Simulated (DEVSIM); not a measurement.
System: Ru/La2O3/n-InP capacitor, at 400 K.

Layer 1 from the left is La2O3, thickness (nm) 3.90. Layer 2 from the left is InP, thickness (nm) 17000, Nd (cm⁻³) 1.4e15.

Metal gate on the left, work function 4.7 eV. Fixed charge at the semiconductor interface 0 cm⁻² (in units of +e); no interface traps.

This is a model device: material constants are rounded textbook-type values typed into the input, and sizes, dopings and lifetimes were drawn at random. Values at 300 K; Nc and Nv go as T^1.5, mobilities as T to minus their exponent, the gap by Varshni's rule with the affinity fixed.

La2O3: gap (eV) 5.8, affinity (eV) 1.8, permittivity 27. InP: gap (eV) 1.344, affinity (eV) 4.38, permittivity 12.5, Nc (cm⁻³) 5.7e17, Nv (cm⁻³) 1.1e19, Varshni α (eV/K) 0.000363, Varshni β (K) 162.

Task: Estimate by hand the flat-band voltage, the threshold voltage, and compare with a numerical solution.

Result: 
- Flat-band voltage: C = 6.13 μF/cm², work-function difference 0.098 V; VFB = φms − qNf/C = 0.10 V; numerical 0.10 V.
- Threshold voltage: φF = 0.383 V, depletion charge √(4εqNφF) = 1.95e-8 C/cm²; VT = VFB − 2φF − Qd/C = -0.67 V; numerical -0.67 V.

DEVSIM, 1D Poisson equation in equilibrium, Boltzmann statistics, complete ionisation; no quantum confinement or tunnelling. Metal contacts follow the ideal Schottky-Mott rule: no Fermi-level pinning, no interface dipoles.
